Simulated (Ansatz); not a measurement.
Density of states of BN (F-43m) above the conduction band minimum, PBEsol, rigid bands (Ansatz, a program for electronic structure); cell volume 11.7 Å³.

```tsv
energy from edge (eV)	10⁻³ states/eV/cell
0.006	4.94
0.031	11.8
0.056	15.9
0.081	19.4
0.106	22.5
0.131	24.9
0.156	27.5
0.181	29.9
0.206	31.9
0.231	33.9
0.256	36.0
0.281	38.0
0.319	41.1
0.344	42.6
0.369	44.6
0.394	46.5
0.419	48.5
0.444	49.9
0.469	51.8
0.494	53.7
0.519	55.3
0.544	57.1
0.569	58.8
0.594	60.6
```

What effective density of states at 300 K does this give (∫ g(E) exp(−E/k_BT) dE, both spins, divided by the cell's size)?

2.1e19 cm⁻³, a density-of-states mass of 0.89 mₑ, valleys and band degeneracy included.

Spin-orbit coupling is left out. Geometry: cell and atoms relaxed with PBEsol.
